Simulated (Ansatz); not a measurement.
Functionals compared on the 1x1 (110) surface of bcc W, in Ansatz (plane waves, PAW). The structure was relaxed with PBE; the other rows are single points on it. Cutoff 420 eV (500 eV for r2SCAN).

Model: 16-atom slab, 6.6 Å thick at the start (thin: gaps and levels are the slab's own), 6x6x1 mesh, Fermi-Dirac 0.1 eV, dipole correction, 8 atoms held, the rest relaxed; start symmetry kept, larger cells not searched; no spin, no spin-orbit, no U. These notes are the PBE run's.

```
functional  work function of the top face (eV)   rough cost of the single point
----------  ----------------------------------  -------------------------------
PBE                                       4.82                                –
RPBE                                (withheld)  around 110 core-seconds (rough)
r2SCAN                                    4.89           roughly 4 core-minutes
```

### Question
Fill in the missing entries.

### Answer

- RPBE, work function of the top face (eV): 4.69

Ansatz is a program for electronic structure.
